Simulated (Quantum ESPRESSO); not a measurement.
## Convergence series on ZrAlFe4 (F-43m, 6 atoms in the cell)

```yaml
crystal:
  lattice:
    - [0.00000, 3.43385, 3.43385]
    - [3.43385, 0.00000, 3.43385]
    - [3.43385, 3.43385, 0.00000]
  atoms:
    - { symbol: Zr, position: [0.50000, 0.50000, 0.50000], spin: 1.0 }
    - { symbol: Al, position: [0.25000, 0.25000, 0.25000] }
    - { symbol: Fe, position: [0.87583, 0.87583, 0.87583], spin: 4.0 }
    - { symbol: Fe, position: [0.37251, 0.87583, 0.87583], spin: 4.0 }
    - { symbol: Fe, position: [0.87583, 0.87583, 0.37251], spin: 4.0 }
    - { symbol: Fe, position: [0.87583, 0.37251, 0.87583], spin: 4.0 }
```
(The spins are starting values, not results.)

Level of theory: PBEsol, PSlibrary PAW (PBE) pseudopotentials (plane waves; Quantum ESPRESSO).

The starting cell comes from a database of computed structures (which also holds hypothetical and non-ambient phases and stackings), without a prior relaxation at this level. The magnetic order is the one reached from the typed start; others were not searched systematically. In the base run, with a pressure of about -8 GPa the cell is away from its equilibrium volume at this level.

Held fixed: occupations = smearing; smearing = cold; degauss = 0.0073499 Ry; nspin = 2; input_dft = pbesol; K_POINTS = automatic 5 5 5 0 0 0; conv_thr = 1e-09 Ry; mixing_beta = 0.3. Moved along with it: ecutrho.

ΔF is the free energy per atom less that of the last row (72 Ry).

```
ecutwfc  ΔF (meV/atom)  pressure (GPa)  largest force (eV/Å)  size of the net moment (μB/atom)  plane waves  iterations
-------  -------------  --------------  --------------------  --------------------------------  -----------  ----------
22 Ry           1982.6         -124.18                 0.196                              1.02          966          23
28 Ry            248.1          -28.23                 0.036                              1.05         1382          25
33 Ry             62.9          -10.93                 0.029                              1.06         1807          20
38 Ry             40.6           -8.94                 0.033                              1.06         2182          21
44 Ry             23.8           -9.26                 0.040                              1.06         2733          24
50 Ry              9.4           -8.87                 0.038                              1.06         3287          23
55 Ry              4.3           -8.46                 0.037                              1.06         3780          23
63 Ry              2.2           -8.34                 0.037                              1.06         4645          25
72 Ry             0.00           -8.41                 0.036                              1.06         5673          24
```
